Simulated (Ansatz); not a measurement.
Defect: interstitial Cl in fcc Pt, neutral cell. Method: PBE, PAW (plane waves to 420 eV; Ansatz, a quantum-chemistry and plane-wave program).

Settings: 32 host sites, the relaxed PBE lattice, a 2×2×2 k-point mesh shifted by half a step, smearing 0.10 eV, spin-restricted, no image-charge correction. Static, classical nuclei. Spin-orbit coupling is left out. Sites that were not tried may lie lower.

Barriers: single points on a 4×4×4 k-point mesh shifted by half a step at the bands' geometries (they differ from the bands' own by up to 0.07 eV, and are uncertain by about as much).

Relaxed starting cell (atoms counted from 1):

```
CELL_PARAMETERS angstrom
      7.94000     0.00000     0.00000
      0.00000     7.94000     0.00000
      0.00000     0.00000     7.94000
ATOMIC_POSITIONS crystal
  Pt 0.00101 0.00153 0.00076
  Pt 0.99164 0.99240 0.50266
  Pt 0.99190 0.50336 0.99148
  Pt 0.99867 0.49953 0.49869
  Pt 0.50271 0.99188 0.99098
  Pt 0.49908 0.99908 0.49917
  Pt 0.49907 0.50010 0.99816
  Pt 0.52980 0.52935 0.52880
  Pt 0.99849 0.25063 0.24976
  Pt 0.99159 0.24697 0.75781
  Pt 0.99165 0.75883 0.24630
  Pt 0.00070 0.74906 0.74821
  Pt 0.52804 0.22045 0.21955
  Pt 0.49939 0.25090 0.75104
  Pt 0.49949 0.75195 0.25006
  Pt 0.50307 0.75841 0.75741
  Pt 0.25017 0.99893 0.25011
  Pt 0.24625 0.99202 0.75750
  Pt 0.22041 0.53014 0.22077
  Pt 0.25024 0.49995 0.75067
  Pt 0.75788 0.99252 0.24644
  Pt 0.74852 0.00166 0.74829
  Pt 0.75106 0.49972 0.24987
  Pt 0.75832 0.50340 0.75766
  Pt 0.25023 0.25116 0.99797
  Pt 0.22065 0.22132 0.52912
  Pt 0.24645 0.75827 0.99118
  Pt 0.25039 0.75166 0.49899
  Pt 0.75785 0.24737 0.99148
  Pt 0.75102 0.25091 0.49867
  Pt 0.74860 0.74906 0.00085
  Pt 0.75814 0.75860 0.50241
  Cl 0.37500 0.37545 0.37450
```

End state 1 differs by these moves (Å; atoms that move under 0.08 Å are left out):

```csv
atom,element,Δx,Δy,Δz
3,Pt,0.06,0.03,0.06
4,Pt,0.00,0.11,0.00
6,Pt,0.00,-0.30,0.00
7,Pt,0.00,0.11,0.01
8,Pt,-0.24,0.09,-0.24
9,Pt,0.00,0.00,-0.11
11,Pt,0.06,-0.06,-0.03
13,Pt,-0.23,0.24,-0.08
14,Pt,0.00,0.00,0.30
15,Pt,0.00,-0.01,-0.11
18,Pt,0.04,0.09,-0.09
19,Pt,0.24,-0.25,0.24
21,Pt,-0.09,0.08,0.03
24,Pt,-0.09,-0.04,-0.09
25,Pt,-0.11,0.00,0.01
26,Pt,-0.09,0.23,-0.24
27,Pt,-0.03,-0.06,0.06
28,Pt,-0.11,-0.01,0.00
30,Pt,0.30,0.00,0.00
33,Cl,0.98,-0.99,0.99
```

Estimate the forward and backward barriers to end state 1 that PBE, PAW returns for this input.

forward 0.82 eV, backward 0.53 eV; at the saddle point atom 33 has neighbours 3 Pt at 2.13, Pt at 2.61, 2 Pt at 2.75, Pt at 2.76 Å. The saddle point's order was not checked, and it lies on a symmetry element of the cell, where a band can be held.
